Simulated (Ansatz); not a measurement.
# A constructed model of the (111) surface of fcc Au, (√3x√3)R30° layer of Ga, one a cell, on the site that continues the host's stacking (bottom of the slab: a bare face, its two planes held)

Method: PBE (plane waves to 420 eV, PAW; Ansatz, a quantum-chemistry and plane-wave program).

Set-up: 19 atoms, 14.1 Å thick at the start; mesh 9x9x1; 0.1 eV smearing; dipole correction on; 6 atoms held, the rest relaxed; symmetry of the start imposed; no spin, no spin-orbit, no U. It is one candidate, not shown to be the stable structure of the face.

| Property | Result |
|---|---|
| work function of the top face | 4.19 eV |
| energy released by relaxation | 0.046 eV |
| cost | about 7 core-minutes (a rough figure) |
